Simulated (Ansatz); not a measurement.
## AlN, response to strain

Start from AlN in the wurtzite structure (space group P6_3mc, No. 186; a = 3.107 Å, c = 4.978 Å). Axes: x lies along a and z along c of the hexagonal cell.

Strains are applied to the cell and any free atomic positions relax; under biaxial strain the out-of-plane vector relaxes too; under stress the whole cell relaxes.

The values are results of r2SCAN (Ansatz, a first-principles code; PAW; 500 eV plane waves; no SOC), earlier PAW set, not measurements.

Notes on the quantities. energy relative to the base: free energy F.

| variant | band gap | energy relative to the base | shortest interatomic distance |
|---|---|---|---|
| base | 4.87 eV | 0 meV/atom | 1.888 Å |
| biaxial strain +2.36 %, plane normal [001], relaxed out of plane | 4.37 eV | – | 1.905 Å |
| isotropic strain +2.31 % | 4.26 eV | +31 meV/atom | 1.932 Å |
| uniaxial strain ε_yy = +1.36 % | 4.71 eV | +2.4 meV/atom | 1.896 Å |
| uniaxial strain ε_zz = −3.17 % | 4.96 eV | +12 meV/atom | 1.872 Å |
| uniaxial stress, 2 GPa tension along z | 4.87 eV | +0.4 meV/atom | 1.889 Å |

Beyond what the load breaks, stability against distortions was not tested.
